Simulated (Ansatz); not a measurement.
# Effect of pressure 30 GPa on Ir

The parent structure is Ir in the fcc (Cu type) structure (space group Fm-3m, No. 225; a = 3.844 Å).

Modification: a hydrostatic pressure of 30 GPa.

The values are results of Ansatz (an electronic-structure program) r2SCAN, without spin-orbit coupling, not measurements. k-mesh 21×21×21 (Γ-centred); smearing 0.05 eV (Fermi–Dirac).

| quantity | base | changed | shift |
|---|---|---|---|
| volume per atom | 14.20 Å³ | 13.28 Å³ | -0.92 Å³ |
| density | 22.47 g/cm³ | 24.03 g/cm³ | +1.56 g/cm³ |
| lattice parameter a | 384.4 pm | 375.9 pm | -8.5 pm |
| shortest interatomic distance | 271.8 pm | 265.8 pm | -6.0 pm |
| enthalpy H = E + PV relative to the base's energy | – | +2.57 eV/atom | – |
| band gap | zero | zero | – |

Load acts through the strain it causes; cell and atoms are relaxed under it. Stability against distortions was not tested. No other phases were tried under pressure. All final runs are without spin polarisation.
